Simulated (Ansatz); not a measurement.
CsCl-type FeAl was calculated with LDA in Ansatz (plane waves, PAW).

Numerical settings: plane-wave cutoff 520 eV, 18×18×18 k mesh, Fermi–Dirac smearing 0.05 eV, no spin polarisation, scalar-relativistic PAW data made under PBE.

Pressure at four volumes; x = ln(V/11.112 Å³). One pressure is withheld.

```tsv
V (Å³/atom)	x	P (GPa)
10.446	-0.0618	14.60
11.112	0.0000	0.00
11.557	0.0393	-7.48
11.779	0.0583	?
```

Q: Pass a parabola P(x) through the three rows shown, estimate the bulk modulus and its pressure derivative near zero pressure, and predict the withheld pressure.

A: Slopes between the rows: (0.00 − (14.60))/(0.0000 − (-0.0618)) = -236.25 and (-7.48 − (0.00))/(0.0393 − (0.0000)) = -190.33 GPa. Their difference over the span 0.1011 is c = 45.92/0.1011 = 454.2 GPa, so P(x) = 14.60 + (-236.25)(x − (-0.0618)) + 454.2 (x − (-0.0618))(x − (0.0000)). At the middle row B = −dP/dx = −[-236.25 + 454.2 × 0.0618] = 208.2 GPa, and B′ = dB/dP = 2c/B = 4.4. At x = 0.0583 the parabola gives -10.59 GPa; the run gives -10.68 GPa. The Birch–Murnaghan fit to the energies at all volumes has B0 = 207 GPa and B′ = 4.2.

Measured, for comparison: bulk modulus 152 GPa (room temperature, not corrected to a static lattice; as tabulated in Yamada et al. (2019), arXiv:1910.09660). Computed less measured: bulk modulus +36 %.

Ansatz is a quantum-chemistry and plane-wave program.
